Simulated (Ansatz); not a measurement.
Consider TiC in the rock salt structure (space group Fm-3m, No. 225; a = 4.2934 Å; relaxed with 0.1 eV smearing). Axes: x, y, z lie along the cube axes.

All numbers come from PBEsol, PAW, 420 eV (Ansatz, a first-principles code; scalar-relativistic without spin-orbit coupling).

Perturbation: the cell is compressed by 1.27 % along y with no lateral relaxation, atoms relaxed at fixed cell.

Question: What does the calculation give for the stress after the change?

Answer: The stress (xx, yy, zz, yz, xz, xy; compression positive) amounts to (1.6, 7.6, 1.6, 0.0, 0.0, 0.0) GPa.

Question: How does this affect the energy relative to the base?

Answer: The energy rises by 2.9 meV/atom.

The cells carry an imposed strain or load. Stability against distortions was not tested. The final runs are not spin-polarised.
